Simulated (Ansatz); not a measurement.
The parent structure is Pt in the fcc (Cu type) structure (space group Fm-3m, No. 225; relaxed with 0.1 eV smearing).

```
CELL_PARAMETERS angstrom
      0.00000     1.97088     1.97088
      1.97088     0.00000     1.97088
      1.97088     1.97088     0.00000
ATOMIC_POSITIONS crystal
  Pt 0.00000 0.00000 0.00000
```

The values are results of r2SCAN (Ansatz, a first-principles code), scalar-relativistic without spin-orbit coupling, not measurements.

Base values:

The pressure is 0.0 GPa and the band gap is zero.

Perturbation: the cell is scaled by 0.9850 in all directions; the atoms relax in the strained cell.

Q: How does this affect the energy relative to the base, pressure and band gap?

A: The energy grows by 28 meV/atom; the pressure goes from zero to 13.8 GPa; the band gap stays zero.

Whether these cells are dynamically stable was not tested. All final runs are without spin polarisation.
